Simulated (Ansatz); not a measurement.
Si vacancy + N on the C site in metastable 2H silicon carbide: one set of geometries, relaxed with PBE, evaluated in Ansatz (PAW, plane waves to 420 eV, 500 eV under r2SCAN) with PBE, r2SCAN.

Cell and caveats: 96-site cell; 2×2×2 shifted k-points; start: the Si site; C 1.91 Å away, along c; charged states image-corrected; corrections pass 1 eV, so highly charged states may be off by several tenths; relaxed from one start, so a lower configuration may exist; flagged in the runs: a host whose relaxation on this sampling wasn't shown to rest, a strain field that reaches the edge of the cell.

```tsv
quantity	PBE	r2SCAN
host gap (eV)	2.31	?
ε(0/−1) above the VBM (eV)	0.77	?
neutral formation energy against graphite, N2 molecule in a box, silicon (eV)	4.67	?
largest moment on one atom at charge 0 (μB)	0.35	?
largest moment on one atom at charge −1 (μB)	0.29	?
```

**Question.** Given the lower rungs, what does r2SCAN give?

**Answer.** 
- host gap (eV), r2SCAN: 2.68
- ε(0/−1) above the VBM (eV), r2SCAN: 1.07
- neutral formation energy against graphite, N2 molecule in a box, silicon (eV), r2SCAN: 4.50
- largest moment on one atom at charge 0 (μB), r2SCAN: 0.41
- largest moment on one atom at charge −1 (μB), r2SCAN: 0.33

Ansatz is a program for electronic structure.
